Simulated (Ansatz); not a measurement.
# Se, element substitutions

Start from Se (space group P3_121, No. 152; a = 4.5057 Å, c = 4.9913 Å; made of chains).

Each row replaces one element on all its sites; cell and atoms are relaxed.

Method: Kohn–Sham DFT with the r2SCAN functional, run in Ansatz (an electronic-structure program) with PAW and 500 eV plane waves, scalar-relativistic without spin-orbit coupling.

| case | shortest interatomic distance | space group | density |
|---|---|---|---|
| base | 2.375 Å | P3_121 (No. 152) | 4.48 g/cm³ |
| Se → Mo | 2.728 Å | Im-3m (No. 229) | 10.19 g/cm³ |
| Se → Ru | 2.491 Å | Pm-3m (No. 221) | 10.86 g/cm³ |
| Se → Rh | 2.512 Å | Pm-3m (No. 221) | 10.78 g/cm³ |

Stability against distortions was not tested. As relaxed here, Ru and Rh are hypothetical phases, not in the database extracts checked. The final runs are not spin-polarised. No dispersion term is included, though the crystal is made of layers, chains or molecules, so its spacings can come out too wide. Rh has a high density of states at the Fermi level and may be magnetic at this level.
